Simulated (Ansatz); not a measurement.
Given:

End structure of the (322) surface of germanium in its 1x1 cell, relaxed from an ideal cut (the real face may reconstruct), outermost plane spacing 0.35 Å in the ideal cut, from a spin-polarised start:

```yaml
crystal:
  lattice:
    - [4.07294, 0.00000, 0.00000]
    - [0.00000, 16.79314, 0.00000]
    - [0.00000, 0.00000, 28.00000]
  atoms:
    - { symbol: Ge, position: [0.50000, 0.33476, 0.31675] }
    - { symbol: Ge, position: [0.50000, 0.19114, 0.30114] }
    - { symbol: Ge, position: [0.00000, 0.56517, 0.30362] }
    - { symbol: Ge, position: [0.00000, 0.41889, 0.33106] }
    - { symbol: Ge, position: [0.50000, 0.75288, 0.36230] }
    - { symbol: Ge, position: [0.50000, 0.60605, 0.35280] }
    - { symbol: Ge, position: [0.00000, 0.98012, 0.35819] }
    - { symbol: Ge, position: [0.00000, 0.83335, 0.38145] }
    - { symbol: Ge, position: [0.50000, 0.17802, 0.39196] }
    - { symbol: Ge, position: [0.50000, 0.02779, 0.40306] }
    - { symbol: Ge, position: [0.00000, 0.38184, 0.41907] }
    - { symbol: Ge, position: [0.00000, 0.23469, 0.43123] }
    - { symbol: Ge, position: [0.50000, 0.59033, 0.44293] }
    - { symbol: Ge, position: [0.50000, 0.44172, 0.45639] }
    - { symbol: Ge, position: [0.00000, 0.79435, 0.46998] }
    - { symbol: Ge, position: [0.00000, 0.64739, 0.48148] }
    - { symbol: Ge, position: [0.50000, 0.99921, 0.49135] }
    - { symbol: Ge, position: [0.50000, 0.85373, 0.50865] }
    - { symbol: Ge, position: [0.00000, 0.20555, 0.51852] }
    - { symbol: Ge, position: [0.00000, 0.05859, 0.53002] }
    - { symbol: Ge, position: [0.50000, 0.41122, 0.54361] }
    - { symbol: Ge, position: [0.50000, 0.26261, 0.55707] }
    - { symbol: Ge, position: [0.00000, 0.61825, 0.56877] }
    - { symbol: Ge, position: [0.00000, 0.47110, 0.58093] }
    - { symbol: Ge, position: [0.50000, 0.82516, 0.59694] }
    - { symbol: Ge, position: [0.50000, 0.67492, 0.60804] }
    - { symbol: Ge, position: [0.00000, 0.01959, 0.61855] }
    - { symbol: Ge, position: [0.00000, 0.87282, 0.64181] }
    - { symbol: Ge, position: [0.50000, 0.24689, 0.64720] }
    - { symbol: Ge, position: [0.50000, 0.10006, 0.63770] }
    - { symbol: Ge, position: [0.00000, 0.43405, 0.66894] }
    - { symbol: Ge, position: [0.00000, 0.28777, 0.69638] }
    - { symbol: Ge, position: [0.50000, 0.66180, 0.69886] }
    - { symbol: Ge, position: [0.50000, 0.51818, 0.68325] }
```

Set-up: 34 atoms, 11.5 Å thick at the start; mesh 6x2x1; 0.025 eV smearing; dipole correction on; all atoms relaxed; start symmetry kept, larger cells not searched; spin-polarised from one start with parallel moments (other orders not tried), ending with about 0.8 μB a cell, a value that depends on the mesh; orders that need a larger cell were not tried, no spin-orbit, no U. The slab shows no gap over 0.04 eV on its mesh.

Question: Estimate the work function of the top face that Ansatz (a first-principles code) with PBE returns for this input.

Answer: 4.61 eV

Question: Give the surface energy (mean of both faces) at the level PBE.

Answer: 1.00 J/m^2
